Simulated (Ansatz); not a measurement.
System: CsCl-type CoAl. Method: PBEsol (Ansatz, a program for electronic structure, PAW).

Settings: plane-wave cutoff 500 eV, 20×20×20 k mesh, Fermi–Dirac smearing 0.1 eV, no spin polarisation, scalar-relativistic PAW data made under PBE.

Computed at the level's own relaxed cell.

Problem. Predict the volume per atom and lattice parameter a.

Solution. 
- volume per atom: 11.25 Å³/atom
- lattice parameter a: 2.823 Å

Measured, for comparison: equilibrium volume per atom 11.71 Å³/atom, lattice constant a 2.861 Å (room temperature, no zero-point or thermal correction; as tabulated in Yamada et al. (2019), arXiv:1910.09660). Computed (rounded) less measured: equilibrium volume per atom -3.9 %, lattice constant a -1.3 %. A static lattice is as a rule a little smaller and stiffer than an uncorrected measurement, which narrows the difference in the lattice constant a and would widen misses of the other sign.
